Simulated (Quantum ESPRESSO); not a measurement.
Checking a run of Quantum ESPRESSO on TiS (P6_3/mmc, 4 atoms in the cell). The aim is a self-consistent single point with DFT, LDA (PW92), plane waves, PseudoDojo standard norm-conserving (LDA) pseudopotentials.

Cell that was meant: a = 3.3241 Å, b = 3.3241 Å, c = 6.4035 Å, α = 90.00°, β = 90.00°, γ = 120.00°.

Part of the input:

```fortran
  celldm(1) = 6.28160112
  nat = 4
  ntyp = 2
  ecutwfc = 17
  occupations = 'smearing'
  smearing = 'marzari-vanderbilt'
  degauss = 0.0099958
```

Output (repeated stretches shortened):

```
     Message from routine setup:
     using ibrav=0 with symmetry is DISCOURAGED, use correct ibrav instead
     G-vector sticks info
   [... lines left out ...]
                       cart. coord. in units 2pi/alat
        k(    1) = (   0.0000000   0.0000000   0.0000000), wk =   0.0061728
        k(    2) = (   0.0000000   0.0000000   0.1297769), wk =   0.0123457
        k(    3) = (   0.0000000   0.0000000  -0.2595538), wk =   0.0061728
   [... 33 lines left out ...]

     Dense  grid:     3913 G-vectors     FFT dimensions: (  18,  18,  32)

     Initial potential from superposition of free atoms

     starting charge      35.9972, renormalised to      36.0000
     Self-consistent Calculation

     iteration #  1     ecut=    17.00 Ry     beta= 0.70

     total energy              =    -273.60577738 Ry
     estimated scf accuracy    <       3.29653453 Ry

     iteration #  2     ecut=    17.00 Ry     beta= 0.70

     total energy              =    -274.41501434 Ry
     estimated scf accuracy    <       0.49229693 Ry

     iteration #  3     ecut=    17.00 Ry     beta= 0.70

     total energy              =    -274.53783918 Ry
     estimated scf accuracy    <       0.00985634 Ry

   [... 5 blocks of this kind left out ...]

     iteration #  9     ecut=    17.00 Ry     beta= 0.70

     total energy              =    -274.54116865 Ry
     estimated scf accuracy    <          1.9E-09 Ry

     iteration # 10     ecut=    17.00 Ry     beta= 0.70
     End of self-consistent calculation

     the Fermi energy is    15.8347 ev

!    total energy              =    -274.54116865 Ry
     estimated scf accuracy    <          2.6E-11 Ry
     smearing contrib. (-TS)   =       0.00004026 Ry
     internal energy E=F+TS    =    -274.54120892 Ry

     convergence has been achieved in  10 iterations

     Forces acting on atoms (cartesian axes, Ry/au):

     atom    1 type  1   force =     0.00000000    0.00000000   -0.00000000
   [... zero for the other atoms too ...]

     Total force =     0.000000     Total SCF correction =     0.000000

          total   stress  (Ry/bohr**3)                   (kbar)     P=    -4072.75
  -0.02811594  -0.00000000  -0.00000000        -4136.00       -0.00       -0.00
  -0.00000000  -0.02811594  -0.00000000           -0.00    -4136.00       -0.00
  -0.00000000  -0.00000000  -0.02682614           -0.00       -0.00    -3946.26

   JOB DONE.
```

Question: Can these results be used? Check the input.

Answer: The run is not sound. The fault is a basis or grid far too coarse for these potentials. The error of an incomplete plane-wave basis or grid does not cancel at such settings. To fix it, restore the cutoff that the potentials need and check convergence. The run converged in 10 iterations without an error; against the sound input the free energy rises by 25.4 eV/atom and the pressure goes from -9.29 to -407.3 GPa.

The sound input it was made from differs as follows (other fixes are possible):
```diff
-  ecutwfc = 17
+  ecutwfc = 85
```

With that input, the run converged in 9 iterations: free energy E − TS -3837.0993 eV; Fermi level (on the code's own zero) 13.33 eV; pressure -9.29 GPa (DFT, LDA (PW92), plane waves, PseudoDojo standard norm-conserving (LDA) pseudopotentials).

On the sound input: the starting cell comes from a database of computed structures (which also holds hypothetical and non-ambient phases and stackings), without a prior relaxation at this level. Spin polarisation is off, so a magnetic state, if there is one, cannot be reached. With a pressure of about -9 GPa the cell is away from its equilibrium volume at this level.
